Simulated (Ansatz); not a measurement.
We consider quartz-high SiO2 (high-temperature phase), described by r²SCAN+rVV10 (Ansatz, an electronic-structure program, PAW).

Settings: plane-wave cutoff 560 eV, 12×12×6 k mesh (along the axes of the cell as run), Fermi–Dirac smearing 0.01 eV, scalar-relativistic PAW data made under PBE.

Cell (relaxed at this level):

```xyz
9
Lattice="5.0496 0.0000 0.0000 -2.5248 4.3731 0.0000 0.0000 0.0000 5.5351" Properties=species:S:1:pos:R:3 pbc="T T T"
Si    -1.2624     2.1866     1.8450
Si     2.5248     0.0000     0.0000
Si     1.2624     2.1866     3.6901
O      0.9520     3.4650     4.6126
O      2.5248     2.5570     2.7676
O     -0.9520     3.4650     0.9225
O      1.5728     0.9081     4.6126
O      0.0000     1.8161     2.7676
O      3.4768     0.9081     0.9225
```

Task: Give the computed band gap.

Result: 
- band gap: 6.20 eV (on the SCF k mesh)

Note: symmetry holds this phase in the static calculation, where it need not be a minimum; held by symmetry at 0 K, a high-temperature phase can be a saddle point.

Static lattice: no zero-point or thermal effects.

Cost on a shared machine: around 8 core-minutes (rough).
